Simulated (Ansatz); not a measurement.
**A computed series for ZnS: point defects**

Start from an 8-atom supercell of ZnS in the zinc blende structure (space group F-43m, No. 216; a = 5.357 Å) at its relaxed geometry.

One neutral defect a cell, atoms relaxed at fixed cell.

Level of theory: DFT with PBEsol, PAW potentials and a 420 eV plane-wave cutoff in Ansatz (a quantum-chemistry and plane-wave program), no spin-orbit coupling.

| change | largest displacement of a host atom from its site in the perfect cell | pressure |
|---|---|---|
| perfect supercell | – | 0.0 GPa |
| S vacancy | 0.85 Å | -3.5 GPa |
| S on a Zn site (antisite), symmetric start | 0.15 Å | 4.9 GPa |
| Zn on a S site (antisite), symmetric start | 0.08 Å | 3.1 GPa |
| P on a S site, symmetric start | 0.02 Å | 0.3 GPa |
| Zn vacancy | … | … |

Problem. Complete the table.

Solution. 
- Zn vacancy, largest displacement of a host atom from its site in the perfect cell: 0.03 Å
- Zn vacancy, pressure: -2.3 GPa

The magnetic state is the one reached from the starting moments; the real material's order can differ, and small cells can't hold many antiferromagnetic ones. The cell is small, so the values are those of an ordered compound at a high defect concentration; dilute-limit values will differ. The mesh was chosen for an insulator and is coarse for the gapless case. Defects with a symmetric start kept the site's symmetry and may sit on a saddle; the others started slightly shaken. Starting moments died away, wholly or in part, for S vacancy, S on a Zn site (antisite), Zn on a S site (antisite) and P on a S site; another magnetic solution may exist.
